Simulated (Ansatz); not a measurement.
**Cu3PdN, response to strain**

Base system: Cu₃PdN in the anti-perovskite structure (space group Pm-3m, No. 221; a = 3.8201 Å; a cell from a computed database, its experimental status unchecked). Axes: x, y, z lie along the cube axes.

Strains are applied to the cell and any free atomic positions relax; under biaxial strain the out-of-plane vector relaxes too.

All numbers come from PBEsol in Ansatz (plane waves to 420 eV, PAW, spin-orbit coupling left out).

Notes on the quantities. energy relative to the base: free energy F; pressure: mean of the normal stresses, compression positive.

```tsv
change	energy relative to the base	pressure	volume per atom
base	0 meV/atom	0.0 GPa	11.15 Å³
biaxial strain −3.82 %, plane normal [001], relaxed out of plane	+40 meV/atom	11.0 GPa	10.66 Å³
biaxial strain +0.24 %, plane normal [001], relaxed out of plane	+0.1 meV/atom	…	…
isotropic strain −4.73 %	+163 meV/atom	40.1 GPa	9.64 Å³
tensor shear ε_xz = +2.21 %	+3.9 meV/atom	0.2 GPa	11.14 Å³
```

Problem. Complete the table.

Solution. 
- biaxial strain +0.24 %, plane normal [001], relaxed out of plane, pressure: -0.5 GPa
- biaxial strain +0.24 %, plane normal [001], relaxed out of plane, volume per atom: 11.18 Å³

Whether these cells are dynamically stable was not tested. All final runs are without spin polarisation.

Ansatz is a quantum-chemistry and plane-wave program.
